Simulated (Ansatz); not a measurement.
Input and output of a self-consistent single point for the (001) slab of HfGeTe (cut from a parent of space group no. 129; 6 atoms in the cell) (Ansatz, a quantum-chemistry and plane-wave program).

Method: PBEsol, default PAW files made with PBE (plane waves; Ansatz).

```
HfGeTe
1.0
    3.74425     0.00000     0.00000
    0.00000     3.74425     0.00000
    0.00000     0.00000    20.91520
Hf Ge Te
2 2 2
Direct
  0.00000   0.50000   0.39861
  0.50000   0.00000   0.60140
  0.00000   0.00000   0.50000
  0.50000   0.50000   0.50000
  0.50000   0.00000   0.33469
  0.00000   0.50000   0.66531
```

Reference input (self-consistent single point, DFT, PBEsol, plane waves, default PAW files made with PBE): basis.ecutwfc = 30.9 Ry; kpoints.mp_grid.grid = 8 8 1; hamiltonian.xc = pbesol; hamiltonian.pseudopotentials = {kind: paw} (the program's default PAW files); scf.occupations.method = gaussian; scf.occupations.width = 0.0073 Ry. This run's input differs from it in these lines:

Ansatz 0.2 input:
```diff
@@ -15,3 +15,3 @@
 kpoints:
-  mp_grid: { grid: [8, 8, 1] }
+  mp_grid: { grid: [19, 19, 1] }
 hamiltonian:
```

Output, abridged:

```
SCF iter   1: F=—  HF=-53510.207692 eV  |F-HF|=—  |Δ(HF+E_count)|=         —  Δρ=2.73e-3  dr2=2.29e-2  ethr=1.77e-3  ⟨swp⟩=7.6  Hψ=14589  notcnv=0  defer=4
all-band conjugate gradients solve this SCF's bands
preconditioner: auto → LDOS
SCF iter   2: F=—  HF=-53510.212055 eV  |F-HF|=—  |Δ(HF+E_count)|=   4.36e-3  Δρ=1.09e-3  dr2=3.89e-3  ethr=2.04e-5  ⟨swp⟩=2.5  Hψ=7513  notcnv=0  defer=128
   [... lines left out ...]
SCF iter   4: F=—  HF=-53510.209391 eV  |F-HF|=—  |Δ(HF+E_count)|=   4.21e-4  Δρ=1.39e-4  dr2=9.21e-5  ethr=6.79e-7  ⟨swp⟩=2.3  Hψ=6284  notcnv=0  defer=128
SCF iter   5: F=—  HF=-53510.209211 eV  |F-HF|=—  |Δ(HF+E_count)|=   1.81e-4  Δρ=3.38e-5  dr2=5.81e-6  ethr=8.22e-8  ⟨swp⟩=2.0  Hψ=6474  notcnv=0  defer=128
SCF iter   6: F=—  HF=-53510.209211 eV  |F-HF|=—  |Δ(HF+E_count)|=   2.52e-7  Δρ=1.27e-5  dr2=6.74e-7  ethr=5.18e-9  ⟨swp⟩=2.7  Hψ=6678  notcnv=0  defer=128
SCF iter   7: F=-53510.209212 eV  HF=-53510.209211 eV  |F-HF|=1.08e-7  |Δ(HF+E_count)|=   6.71e-7  Δρ=3.78e-6  dr2=2.93e-8  ethr=8.93e-11  ⟨swp⟩=13.3  Hψ=18471  notcnv=0
SCF 1 converged in 7 iterations: F = -53510.209212 eV  dr2 = 2.93e-8
Free energy (F): -53510.209212 eV
Internal energy: -53510.199817 eV  (E = F + TS)
E sigma→0 (E₀):  -53510.204514 eV
Entropy (-TS):   -0.009395 eV (-1.566 meV/atom)
Fermi energy:    4.075239 eV
--- Forces (eV/Å), atoms counted from 1 ---
  atom   1  Hf     0.00000000     0.00000000    -0.01657754
  atom   2  Hf     0.00000000     0.00000000     0.01657754
  atom   3  Ge     0.00000000     0.00000000     0.00000000
  atom   4  Ge     0.00000000     0.00000000     0.00000000
  atom   5  Te     0.00000000     0.00000000     0.18906983
  atom   6  Te    -0.00000000     0.00000000    -0.18906983
--- Stress (GPa, compression-positive) ---
       -1.630488       0.000000       0.000000
        0.000000      -1.630488       0.000000
        0.000000       0.000000      -0.676053
  P = ⅓ Tr σ = -1.3123 GPa (-13.123 kbar)
  The stress holds the Pulay correction. Without it, at fixed plane waves, as pw.x and ABINIT print it: P = -1.3283 GPa
```

The run converged in 7 iterations. Against the reference run the free energy is nearly the same (within 1 meV/atom) and the largest force goes from 0.207 to 0.189 eV/Å.

The starting cell comes from a database of computed structures (which also holds hypothetical and non-ambient phases and stackings), without a prior relaxation at this level. The slab is cut from that crystal, and its faces are unrelaxed. Its lattice was rescaled by up to half a per cent. Spin-orbit coupling is off. Spin polarisation is off, though cut faces can carry moments; the slab shows no gap.

Cost on one core of a shared machine: roughly 50 s.
